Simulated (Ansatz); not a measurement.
Consider BaTiO3 in the cubic perovskite structure (space group Pm-3m, No. 221; a = 3.9944 Å).

Method: Ansatz (a program for electronic structure) r2SCAN, no SOC, earlier PAW set.

Base values:

- Density: 6.08 g/cm³
- Shortest interatomic distance: 1.997 Å

Modification: Zr takes the place of Ti on all its sites, then cell and atoms are relaxed.

What does the calculation give for the electron mass, density and shortest interatomic distance after the change?

The electron mass (degenerate bands, along [100]) amounts to 0.37, 0.37, 2.8 mₑ (at Γ); the density goes up by 0.10 g/cm³ (6.08 g/cm³ → 6.18 g/cm³); the shortest interatomic distance goes up by 0.105 Å, from 1.997 Å to 2.102 Å.

The levels and masses belong to the bands next to the band gap. Effective masses come from finite differences of ±0.01 Å⁻¹. No phonon test of stability was made. The final runs are not spin-polarised. Many cubic perovskites are stable only at high temperature; tilts and polar distortions were not tested. This is not the structure that BaTiO3 has at room temperature and ambient pressure.
